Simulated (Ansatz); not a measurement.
System: interstitial O in corundum (neutral cell). The step: a concerted move, in which O travels most; the atom moves 1.68 Å along (0.20, 0.27, 0.09) of the unit cell; the moving atom starts with neighbours Al at 1.87, Al at 1.94; O at 1.47 Å and ends with Al at 1.87, Al at 1.94; O at 1.47 Å. DFT values are from Ansatz (plane-wave PAW, 420 eV unless said) in a cell of 120 host sites, spin-restricted, static, with no finite-size correction. The charge state is imposed; whether it is stable for some Fermi level was not computed. Sites that were not tried may lie lower. For the PBE band: the saddle point's order was not checked.

```json
[
 {"Level": "PBE, the Γ point alone, band relaxed", "Forward barrier (eV)": "1.07", "Cost of the band or of the saddle's single point": "very roughly 20 core-minutes"},
 {"Level": "PBE, a 2×2×2 k-point mesh shifted by half a step along c, same geometries", "Forward barrier (eV)": "1.06", "Cost of the band or of the saddle's single point": "roughly 120 core-seconds"},
 {"Level": "r2SCAN at 500 eV, the Γ point alone, same geometries", "Forward barrier (eV)": "[?]", "Cost of the band or of the saddle's single point": "very roughly 60 core-seconds"}
]
```

**Question.** Some entries are withheld; supply them.

**Answer.** 
- r2SCAN at 500 eV, the Γ point alone, same geometries, Forward barrier (eV): 1.23

Ansatz is a program for electronic structure.
